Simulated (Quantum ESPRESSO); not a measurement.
Habitual settings against a tight run: CdPt (P4/mmm, 2 atoms in the cell)

Self-consistent single point.

```
CELL_PARAMETERS angstrom
      2.96307     0.00000     0.00000
      0.00000     2.96307     0.00000
      0.00000     0.00000     3.81720
ATOMIC_POSITIONS crystal
  Cd 0.00000 0.00000 0.00000
  Pt 0.50000 0.50000 0.50000
```

Computed with LDA (PZ), GBRV 1.5 ultrasoft (LDA) pseudopotentials (plane waves; Quantum ESPRESSO 7.5).

Base settings: ecutwfc = 40 Ry; ecutrho = 320 Ry; occupations = smearing; smearing = marzari-vanderbilt; degauss = 0.019992 Ry; potentials = {Cd: cd_lda_v1.uspp.F.UPF, Pt: pt_lda_v1.4.uspp.F.UPF}; K_POINTS = automatic 15 15 11 0 0 0; conv_thr = 1e-10 Ry; mixing_beta = 0.7.

Tight run (finer mesh or higher cutoff; not a proven limit): ecutwfc: 40 Ry → 56 Ry; ecutrho: 320 Ry → 448 Ry; conv_thr: 1e-10 Ry → 7.3e-11 Ry; K_POINTS: automatic 15 15 11 0 0 0 → automatic 21 21 15 0 0 0. It gave Fermi level (on the code's own zero) 17.06 eV; pressure -6.69 GPa.

Quick runs, as changes from the base:
- A: the base itself
- B: ecutwfc: 40 Ry → 20 Ry; ecutrho: 320 Ry → 160 Ry; smearing: marzari-vanderbilt → fermi-dirac; degauss: 0.019992 Ry → 0.036749 Ry; K_POINTS: automatic 15 15 11 0 0 0 → automatic 8 8 8 0 0 0
- C: ecutwfc: 40 Ry → 28 Ry; ecutrho: 320 Ry → 224 Ry; K_POINTS: automatic 15 15 11 0 0 0 → automatic 4 4 4 0 0 0
- D: ecutwfc: 40 Ry → 36 Ry; ecutrho: 320 Ry → 288 Ry; pseudopotentials: {Cd: cd_lda_v1.uspp.F.UPF, Pt: pt_lda_v1.4.uspp.F.UPF} → {Cd: Cd.pbe-dn-rrkjus_psl.0.3.1.UPF, Pt: pt_pbe_v1.4.uspp.F.UPF}; K_POINTS: automatic 15 15 11 0 0 0 → automatic 2 2 2 0 0 0; input_dft: default → pbesol [PBEsol]
- E: ecutwfc: 40 Ry → 20 Ry; ecutrho: 320 Ry → 160 Ry; K_POINTS: automatic 15 15 11 0 0 0 → automatic 2 2 2 1 1 1

Energies are extrapolated to zero smearing width, which holds to low order in the width alone (under cold and Methfessel-Paxton smearing the free energy itself is taken).

Dashes: energy of D, another energy zero.

† marks runs with another functional, U, potentials or spin treatment: their distance from the tight run is not a convergence error alone.

The count of work is k-points × plane waves × bands × iterations; it is no time. 

The starting cell comes from a database of computed structures (which also holds hypothetical and non-ambient phases and stackings), without a prior relaxation at this level. Its lattice was rescaled by a random factor within 2.5 % of one. Spin polarisation is off. In the base run, with a pressure of about -6 GPa the cell is away from its equilibrium volume at this level.

```
run  energy less tight (meV/atom)  pressure less tight (GPa)  count of work / tight
---  ----------------------------  -------------------------  ---------------------
A                            32.3                       0.47                   0.25
B                          4053.9                    -208.95                  0.029
C                           128.1                      -6.05                  0.010
D†                              –                      12.83                 0.0053
E                          3107.2                    -217.49                0.00040
```

Among the runs at the tight run's level, the energy misses run from 32.3 to 4053.9 meV/atom.

Left out of this page: 1 run of the series unsound by tests on forces, stress, charge or solver warnings.
